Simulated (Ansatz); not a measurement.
The parent structure is Au in the fcc (Cu type) structure (space group Fm-3m, No. 225; a = 4.048 Å; relaxed with 0.1 eV smearing). Axes: x, y, z lie along the cube axes.

Calculations: LDA, PAW, 420 eV (Ansatz, a quantum-chemistry and plane-wave program; scalar-relativistic without spin-orbit coupling).

Before the change:

The volume per atom is 16.58 Å³.

Modification: tensile biaxial strain of 2.08 % in the plane normal to [111], as in epitaxy on a mismatched substrate; the out-of-plane cell vector and the atoms relax.

### Question
What does the calculation give for the volume per atom after the change?

### Answer
The volume per atom goes up by 0.20 Å³ to 16.78 Å³.

No phonon test of stability was made.
